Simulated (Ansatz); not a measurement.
We consider LiH (model structure, F-43m, No. 216, 2 atoms in the cell), described by G0W0@PBEsol (plane waves, hard PAW, contour deformation, complete-basis limit; Ansatz, a quantum-chemistry and plane-wave program).

Settings: largest k mesh 12×12×12 (not extrapolated in the mesh).

Cell (relaxed with PBEsol):

```cif
data_H4Li4
_chemical_formula_sum 'Li4 H4'
_space_group_name_H-M_alt 'F-43m'
_space_group_IT_number 216
_space_group_name_Hall 'F -4 2 3'
_cell_length_a 4.25479
_cell_length_b 4.25479
_cell_length_c 4.25479
_cell_angle_alpha 90.000
_cell_angle_beta 90.000
_cell_angle_gamma 90.000
loop_
_atom_site_label
_atom_site_type_symbol
_atom_site_symmetry_multiplicity
_atom_site_Wyckoff_symbol
_atom_site_fract_x
_atom_site_fract_y
_atom_site_fract_z
_atom_site_occupancy
Li1 Li 4 a 0.00000 0.00000 0.00000 1
H1 H 4 d 0.75000 0.75000 0.75000 1
```
(The calculation used a cell of 2 atoms; values per cell refer to that cell.)

**Question.** Give the computed band gap.

**Answer.** 
band gap: 6.30 eV (indirect)

Note: the correction to the complete basis was taken at k points off the band edges; the relaxation could raise the start's symmetry but not lower it, so the cell can be a saddle point; the gap holds a correction of +0.17 eV to the complete basis, taken at k points off the band edges.

Computed values are for the static lattice.

A model structure was made by putting elements into a prototype or built by hand; it is no filed structure, need not be a known phase, and can be a saddle point held by its symmetry.
